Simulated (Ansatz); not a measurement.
Base system: WSi2 (space group I4/mmm, No. 139; a = 3.1853 Å, c = 7.7731 Å; relaxed with 0.1 eV smearing). Axes: x, y, z lie along a, b, c of the conventional cell.

Structures relaxed with Ansatz (a quantum-chemistry and plane-wave program) LDA, no spin-orbit coupling.

Base:

Simulated powder pattern, Cu Kα, λ = 1.54184 Å (kinematic, ideal powder, no thermal factors, no anomalous dispersion; the 10 strongest lines at most, above 2 %, up to 2θ = 90°):

```tsv
2θ (°)	I/Imax (%)	hkl
22.88	50	(002)
30.33	100	(101)
40.03	59	(110)
45.11	84	(103)
46.61	33	(112)
57.90	20	(200)
63.08	14	(202)
66.76	23	(211)
76.28	37	(213)
86.70	14	(116)
```

After one change:

Simulated powder pattern, Cu Kα, λ = 1.54184 Å (kinematic, ideal powder, no thermal factors, no anomalous dispersion; the 10 strongest lines at most, above 2 %, up to 2θ = 90°):

```tsv
2θ (°)	I/Imax (%)
22.89	85
30.02	44
30.33	85
30.64	42
40.04	100
44.45	37
45.11	71
45.78	34
46.18	29
47.05	27
```

### Question
What was done to the base?
(A) tensor shear ε_xz = +2.00 %
(B) tensor shear ε_xz = +1.43 %
(C) tensor shear ε_xz = +0.57 %
(D) tensor shear ε_xz = +0.86 %

### Answer
B, tensor shear ε_xz = +1.43 %. Its volume per atom is 13.14 Å³ against 13.14 Å³, and its space group is C2/m (No. 12).

The cells carry an imposed strain or load. No phonon test of stability was made. The final runs are not spin-polarised.
